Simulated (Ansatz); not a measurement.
Pressure series in Ge

Consider Ge in the diamond structure (space group Fd-3m, No. 227; a = 5.7622 Å).

Cell and atoms are relaxed at each pressure.

Computed with PBE (Ansatz, a first-principles code; PAW; 420 eV plane waves; no spin-orbit coupling), earlier PAW set.

Notes on the quantities. enthalpy: H = E + PV relative to the base's energy.

```
variant           lattice parameter a       enthalpy
----------------  -------------------  -------------
base                          5.762 Å              –
pressure −2 GPa               5.834 Å  -0.30 eV/atom
pressure −1 GPa               5.796 Å  -0.15 eV/atom
pressure 1.8 GPa              5.707 Å  +0.26 eV/atom
pressure 4.2 GPa                  [?]  +0.61 eV/atom
pressure 9 GPa                    [?]  +1.26 eV/atom
pressure 18 GPa               5.404 Å  +2.41 eV/atom
pressure 30 GPa                   [?]  +3.83 eV/atom
pressure 45 GPa               5.142 Å  +5.48 eV/atom
pressure 60 GPa                   [?]  +7.02 eV/atom
```

Question: What belongs in the blanks?

Answer: 
- pressure 4.2 GPa, lattice parameter a: 5.645 Å
- pressure 9 GPa, lattice parameter a: 5.544 Å
- pressure 30 GPa, lattice parameter a: 5.268 Å
- pressure 60 GPa, lattice parameter a: 5.043 Å

Load acts through the strain it causes; cell and atoms are relaxed under it. No phonon test of stability was made. Measured, Ge leaves this structure (for the β-tin structure) near 10.6 GPa (room temperature; as listed in arXiv:1906.07825).
